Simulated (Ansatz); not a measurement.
Functionals compared on a constructed model of the (110) surface of bcc V, a pseudomorphic layer of Si in the host's stacking (bottom of the slab: a bare face, its two planes held), in Ansatz (plane waves, PAW). The structure was relaxed with PBE; the other rows are single points on it. Cutoff 420 eV (500 eV for r2SCAN).

Set-up: 7 atoms, 12.9 Å thick at the start; mesh 15x15x1; 0.1 eV smearing; dipole correction on; 2 atoms held, the rest relaxed; start symmetry kept, larger cells not searched; no spin, no spin-orbit, no U. It is one candidate, not shown to be the stable structure of the face. These notes are the PBE run's.

| functional | work function of the top face (eV) | rough cost of the single point |
|---|---|---|
| PBE | 5.08 | – |
| RPBE | 5.01 | roughly 70 core-seconds |
| r2SCAN | 5.21 | around 90 core-seconds (rough) |

Ansatz is a program for electronic structure.
